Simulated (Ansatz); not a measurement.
The starting structures come from a database of crystals and need not be the phases stable at ambient conditions.

By PBEsol, the system below comes out a metal.

A figure of merit of an interconnect metal is its ballistic conductance per area.

Here is the system:

```
CELL_PARAMETERS angstrom
      5.33241     0.00000     0.00000
      1.77747     7.45648     0.00000
      2.66621     0.00000     1.53933
ATOMIC_POSITIONS crystal
  Li 0.22297 0.33109 0.00000
  Li 0.77703 0.66891 0.00000
  Li 0.00000 0.00000 0.00000
```

The cell is taken as given.

The current flows along the normal of the first two printed cell vectors, the (110) plane of the conventional cell. No spin-orbit coupling; the value is a mean over 0.1 eV about the Fermi level.

Q: State the ballistic conductance per area according to PBEsol in Ansatz (a first-principles code).

A: 0.79 × 10¹⁵ S/m² for both spins.
